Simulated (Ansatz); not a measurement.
Abridged Ansatz (a program for electronic structure) output:

```
Relaxation: its limit of steps is 60 (relax.max_steps)
Pseudopotential: Cs, paw, valence charge 9
Pseudopotential: Cl, paw, valence charge 7
Crystal: 2 atoms, lattice volume = 64.408 Å³
Basis set: ecut = 420 eV, 1237 PW (Γ), exchange–correlation on 54×54×54 points (8 copies of the dense FFT grid, shifted against one another)
Bands: 12, of which v1, the nominal top of the filled ones, is band 8 counted from 1 (7 counted from 0)
Symmetry: 48 space group operations
k-points: 35 of 512
Functional: x = pbe(κ = 0.804, μ = 0.2195149727645171), c = pbe(β = 0.06672455060314922)
SCF iter   1: F=—  HF=-6754.052893 eV  |F-HF|=—  |Δ(HF+E_count)|=         —  Δρ=2.71e-4  dr2=3.03e-5  ethr=1.77e-3  ⟨swp⟩=7.3  Hψ=2862  notcnv=0
SCF iter   2: F=—  HF=-6754.053133 eV  |F-HF|=—  |Δ(HF+E_count)|=   2.40e-4  Δρ=2.20e-4  dr2=4.08e-5  ethr=1.90e-7  ⟨swp⟩=3.4  Hψ=1195  notcnv=0
SCF 1 converged in 6 iterations: F = -6754.053168 eV  dr2 = 1.76e-8
relax step   1: F+E_penalty+E_count = -6754.05316844 eV  Δ(F+E_penalty+E_count) = +0.000e0 eV  max|allowed force component| = 2.038e-30 eV/Å  Δτ_max = 0.0000 Å  P = +2.998 GPa  Ω = 64.408 Å³  (6 SCF iters, dr2 threshold 1.00e-7 eV, accepted)
[... steps on the carried basis left out ...]
relax step   5: F+E_penalty+E_count = -6753.95857007 eV  Δ(F+E_penalty+E_count) = +2.378e-5 eV  max|allowed force component| = 7.560e-31 eV/Å  Δτ_max = 0.0000 Å  P = +5.000 GPa  Ω = 60.565 Å³  stress off target by 3.60e-4 GPa  SCF on the basis re-selected at this cell (its energy is not comparable with the rows above)  (5 SCF iters)
SCF converged after 5 iterations
Free energy (F): -6753.958570 eV
Internal energy: -6753.958570 eV  (E = F + TS)
E sigma→0 (E₀):  -6753.958570 eV
Fermi energy:    7.048404 eV
--- Forces (eV/Å), atoms counted from 1 ---
  atom   1  Cs     0.00000000     0.00000000    -0.00000000
  atom   2  Cl     0.00000000     0.00000000     0.00000000
--- Stress (GPa, compression-positive) ---
        4.999640      -0.000000      -0.000000
       -0.000000       4.999640      -0.000000
       -0.000000      -0.000000       4.999640
  P = ⅓ Tr σ = 4.9996 GPa (49.996 kbar)
--- Relaxed structure (4 steps of the walk, 4 accepted, 1 SCFs on fresh bases) ---
  cell:  # Å, volume = 60.5654 Å³
    - [3.9271255465845556, -1.5246945393065616e-33, -2.5679065925163143e-34]
    - [-2.0382758578098244e-33, 3.9271255465845556, -1.2839532962581572e-34]
    - [-2.5679065925163143e-34, -1.2839532962581572e-34, 3.9271255465845556]
  atoms:
    - { symbol: Cs, position: [-6.406184226264969e-35, 5.880676926457658e-36, 6.005797712119638e-36] }
    - { symbol: Cl, position: [0.5, 0.5, 0.5] }
```

Q: What was computed, and what are the main results?

A: CsCl, 2 atoms in the cell, with Kohn–Sham DFT with the PBE functional, run in Ansatz with PAW and 420 eV plane waves, no spin-orbit coupling, from a series relaxed to a target (pressure 5 GPa). The last SCF converged to F = -6753.958570 eV, or -3376.9793 eV per atom, at a pressure of 5.00 GPa. The total energy compares only with runs of the same code, potentials and settings.

Load acts through the strain it causes; cell and atoms are relaxed under it. Whether these cells are dynamically stable was not tested. Competing high-pressure phases were not computed. The cell was made from CsCl in the CsCl type structure (space group Pm-3m, No. 221) by this change: pressure 5 GPa.

Keys are those of Ansatz 0.2.
